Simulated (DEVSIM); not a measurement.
Structure: abrupt GaSb n-p junction, at 300 K.

Layer 1 from the left is GaSb, thickness (μm) 17.0, Nd (cm⁻³) 5.3e16, τn (s) 6.4e-8, τp (s) 6.4e-8. Layer 2 from the left is GaSb, thickness (μm) 260, Na (cm⁻³) 2.5e15, τn (s) 6.4e-8, τp (s) 6.4e-8.

Left contact: ohmic. Right contact: ohmic. Voltage is applied to the left contact. Recombination: SRH at mid-gap. Mobility is μmin + (μ − μmin)/(1 + (N/Nref)^α).

The device is made up for the run: typed textbook-type constants, with dimensions and the other settings drawn at random. Values at 300 K.

GaSb: gap (eV) 0.726, affinity (eV) 4.06, permittivity 15.7, Nc (cm⁻³) 2.1e17, Nv (cm⁻³) 1.8e19, μn (cm²/Vs) 5000, μp (cm²/Vs) 850, μn,min 1000, μp,min 190, Nref,n 2.8e17, Nref,p 9e17, αn 1.05, αp 0.65.

Simulated with DEVSIM: 1D drift-diffusion, Boltzmann statistics, complete ionisation; no tunnelling, impact ionisation, image-force lowering or self-heating.

Task: What does the simulation give for the dark forward voltage at 1 A/cm², the largest field in the device at zero bias?

Result: dark forward voltage at 1 A/cm² 0.376 V; largest field in the device at zero bias 17000 V/cm.
